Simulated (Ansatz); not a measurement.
BP (model structure, started from the rocksalt type, Fm-3m, No. 225, 2 atoms in the cell)

Calculation: PBEsol (Ansatz, an electronic-structure program, plane waves, PAW).

Run with plane-wave cutoff 520 eV, 22×22×22 k mesh, Fermi–Dirac smearing 0.05 eV, scalar-relativistic PAW data made under PBE.

Cell (relaxed at this level):

```
CELL_PARAMETERS angstrom
      0.00000     2.14504     2.14504
      2.14504     0.00000     2.14504
      2.14504     2.14504     0.00000
ATOMIC_POSITIONS crystal
  P  0.00000 0.00000 0.00000
  B  0.50000 0.50000 0.50000
```

```json
{
 "band_gap": "zero (no gap)",
 "bulk_modulus": "171 GPa"
}
```

Note: the bulk modulus is −V dP/dV from two relaxed cells at ±2 % in volume; the relaxation could raise the start's symmetry but not lower it, so the cell can be a saddle point.

The computed numbers hold no vibrational or temperature effects.

Computing time: about 30 core-seconds (a rough figure).

A model structure was made by putting elements into a prototype or built by hand; it is no filed structure, need not be a known phase, and can be a saddle point held by its symmetry.
